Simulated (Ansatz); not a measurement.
Spacing of the highest filled and lowest empty level at the zone centre in eight small model glasses of hand-chosen composition and density, fast-quenched (anions pushed apart in CHGNet runs), each at its PBE geometry, by PBE and by HSE06 (Ansatz, a first-principles code, plane waves, PAW). The cells are the first eight to finish that balance their formal charges, show no moments and no lower geometry on charging where those were tested, and have a gap at both levels; defect levels can set the spacings, and exact exchange is cut at the cells' faces.

```
cell        quench by  pressure (GPa)             levels at the gap  PBE (eV)  experiment, tabulated (eV)
----------  ---------  --------------  ----------------------------  --------  --------------------------
In24O37Na2     CHGNet             0.8  localised at the filled edge      0.46                           -
Zr20O41Ba      CHGNet            -0.7  localised at the filled edge      3.63                           -
Zr20O41Cu2     CHGNet            -0.9  localised at the filled edge      2.34                           -
Ti20O45Nb2     CHGNet             4.0  localised at the filled edge      2.64                           -
Ti20O41Ag2     CHGNet            -0.1  localised at the filled edge      2.34                           -
Hf18O38Ge      CHGNet             0.0  localised at the filled edge      3.92                           -
In24O37Zn      CHGNet             1.0  localised at the filled edge      0.45                           -
Al28O47P2      CHGNet             0.3  localised at the filled edge      3.92                           -
```

**Question.** What does HSE06 give, and how does it move these values against PBE?

**Answer.** In24O37Na2 1.85, Zr20O41Ba 5.16, Zr20O41Cu2 3.72, Ti20O45Nb2 4.16, Ti20O41Ag2 3.88, Hf18O38Ge 5.49, In24O37Zn 1.85, Al28O47P2 5.66 eV. It raises them by +1.38 to +1.74 eV, +1.51 eV on average. A straight line through the eight gives HSE06 = 1.07 × PBE +1.34 eV, with a scatter of 0.07 eV.
